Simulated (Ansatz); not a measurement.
The reference is BeS in the zinc blende structure (space group F-43m, No. 216; a = 4.838 Å). Axes: x, y, z lie along the cube axes.

Levels (all Ansatz, a quantum-chemistry and plane-wave program, PAW): PBEsol (420 eV, without spin-orbit coupling); r2SCAN (500 eV, no SOC).

Its gap is 2.91 eV with PBEsol and 3.55 eV with r2SCAN.

One thing is altered: a pure shear with ε_xz = ε_zx = 0.0057; the atoms relax in the strained cell.

With PBEsol the gap becomes 2.86 eV.

Task: If the r2SCAN correction stayed the same, what would the r2SCAN gap be, and what does the r2SCAN run give?

Result: A rigid correction of +0.64 eV gives 3.50 eV. The r2SCAN run gives 3.49 eV, so the two effects roughly add.

Single points use the geometry relaxed with PBEsol. Stability against distortions was not tested.
